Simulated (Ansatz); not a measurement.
BN: pressure series

Base system: BN in the wurtzite structure (space group P6_3mc, No. 186; a = 2.5545 Å, c = 4.2246 Å).

Cell and atoms are relaxed at each pressure.

The values are results of PBE (Ansatz, a program for electronic structure; PAW; 420 eV plane waves; spin-orbit coupling left out), not measurements.

| P (GPa) | V (Å³/atom) |
|---|---|
| -2.00 | 6.001 |
| -1.00 | 5.985 |
| 0.90 | 5.954 |
| 2.10 | 5.935 |
| 4.50 | 5.898 |
| 9.00 | 5.832 |
| 15.00 | 5.748 |
| 22.50 | 5.650 |
| 30.00 | 5.560 |

Task: Fit a third-order Birch–Murnaghan equation of state.

Result: Least squares on P(V) = (3B₀/2)[(V₀/V)^(7/3) − (V₀/V)^(5/3)]·[1 + (3/4)(B₀′ − 4)((V₀/V)^(2/3) − 1)] gives V₀ = 5.97 Å³/atom, B₀ = 371 GPa and B₀′ = 3.7.

Between the base and pressure 30 GPa the gap moves from 5.23 eV to 5.07 eV, a mean slope of -5.3 meV/GPa.

Load acts through the strain it causes; cell and atoms are relaxed under it. Whether these cells are dynamically stable was not tested. Competing high-pressure phases were not computed.
